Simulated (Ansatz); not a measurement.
Here is the system:

```
MgS
1.0
    0.00000     2.64880     2.64880
    2.64880     0.00000     2.64880
    2.64880     2.64880     0.00000
S Mg
1 1
Direct
  0.00000   0.00000   0.00000
  0.50000   0.50000   0.50000
```

No spin polarisation.

Level of theory: Ansatz (a first-principles code), PBE, PAW, cutoff 420 eV, scalar-relativistic without spin-orbit coupling, earlier PAW set. Γ-centred 11×11×11 mesh, Fermi–Dirac width 0.05 eV.

### Question
What space group does the calculation give?

### Answer
Fm-3m (No. 225).

### Question
What is the computed smallest direct gap?

### Answer
3.31 eV.

### Question
Predict the gap character.

### Answer
Indirect, Γ → X.

The cells carry an imposed strain or load. Stability against distortions was not tested. The cell was made from MgS in the rock salt structure (space group Fm-3m, No. 225) by this change: isotropic strain +1.30 %.
